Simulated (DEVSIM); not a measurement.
Device: illuminated GaSb p-on-n cell, one wavelength, at 300 K.

Layer 1 from the left is GaSb, thickness (μm) 0.170, Na (cm⁻³) 6.1e17, τn (s) 8.2e-11, τp (s) 2.6e-9, absorption coefficient (cm⁻¹) 9100. Layer 2 from the left is GaSb, thickness (μm) 1.20, Nd (cm⁻³) 1.2e15, τn (s) 5.1e-9, τp (s) 5.1e-9, absorption coefficient (cm⁻¹) 9100.

Left contact: ohmic, minority electron recombination velocity 300 cm/s. Right contact: ohmic, minority hole recombination velocity 200 cm/s. Voltage is applied to the left contact. Recombination: SRH at mid-gap, radiative, Auger. Light enters at the left, 2.7e17 photons cm⁻² s⁻¹, one pass, no reflection. Mobility is μmin + (μ − μmin)/(1 + (N/Nref)^α).

This is a model device: material constants are rounded textbook-type values typed into the input, and sizes, dopings and lifetimes were drawn at random. Values at 300 K.

GaSb: gap (eV) 0.726, affinity (eV) 4.06, permittivity 15.7, Nc (cm⁻³) 2.1e17, Nv (cm⁻³) 1.8e19, μn (cm²/Vs) 5000, μp (cm²/Vs) 850, μn,min 1000, μp,min 190, Nref,n 2.8e17, Nref,p 9e17, αn 1.05, αp 0.65, B (cm³/s) 1e-10, Cn (cm⁶/s) 5e-30, Cp (cm⁶/s) 5e-30.

DEVSIM, 1D drift-diffusion, Boltzmann statistics, complete ionisation; no tunnelling, impact ionisation, image-force lowering or self-heating.

Q: What does the simulation give for the share of generated pairs collected at short circuit, the dark forward voltage at 100 A/cm², the dark forward voltage at 1 A/cm²?

A: share of generated pairs collected at short circuit 0.993; dark forward voltage at 100 A/cm² 0.503 V; dark forward voltage at 1 A/cm² 0.316 V.
